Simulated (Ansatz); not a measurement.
The parent structure is C (space group R-3, No. 148; a = 6.3180 Å, c = 3.8460 Å (hexagonal axes); a hypothetical phase, not in the database extracts checked). Axes: x lies along a and z along c of the hexagonal cell.

It is then changed as follows: the symmetric strain tensor [-0.0131 -0.0089 -0.0018; -0.0089 0.0005 -0.0026; -0.0018 -0.0026 0.0038]; the atoms relax in the strained cell.

Levels (all Ansatz, a program for electronic structure, PAW): PBEsol (420 eV, no SOC); r2SCAN (500 eV, no SOC); HSE06 (420 eV, without spin-orbit coupling).

At the geometry relaxed with PBEsol, these levels gave the following band gaps, in shuffled order: (a) 2.86 eV, (b) 4.10 eV, (c) 3.12 eV.

Match each gap to its level.

(a) PBEsol; (b) HSE06; (c) r2SCAN.

Single points use the geometry relaxed with PBEsol. The hybrid gap comes from the SCF mesh plus the semilocal run's edge points and a few special points and is an upper bound. Stability against distortions was not tested.
